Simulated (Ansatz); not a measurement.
Base system: TiB₂ (space group P6/mmm, No. 191; a = 3.017 Å, c = 3.185 Å). Axes: x lies along a and z along c of the hexagonal cell.

All numbers come from PBEsol/PAW in Ansatz (an electronic-structure program), no spin-orbit coupling.

Base values:

| Item | Value |
|---|---|
| Shortest interatomic distance | 3.292 bohr |
| Pressure | 0.0 GPa |
| Band gap | zero |

It is then changed as follows: the cell is stretched by 1.00 % along z with no lateral relaxation, atoms relaxed at fixed cell.

How does this affect the energy relative to the base?

The energy grows by 1.2 meV/atom.

What does the calculation give for the shortest interatomic distance after the change?

The shortest interatomic distance stays 3.292 bohr.

Estimate the effect on the pressure.

The pressure (mean of the normal stresses, compression positive) goes from zero to -2.2 GPa.

Estimate the effect on the band gap.

The band gap is still zero.

The mesh was chosen for an insulator and is coarse for the gapless case. Without a gap, meshes like the base's 13×13×10 leave anisotropic stresses uncertain by several tenths of a GPa, and small strain energies with them. The cells carry an imposed strain or load. Stability against distortions was not tested. All final runs are without spin polarisation.
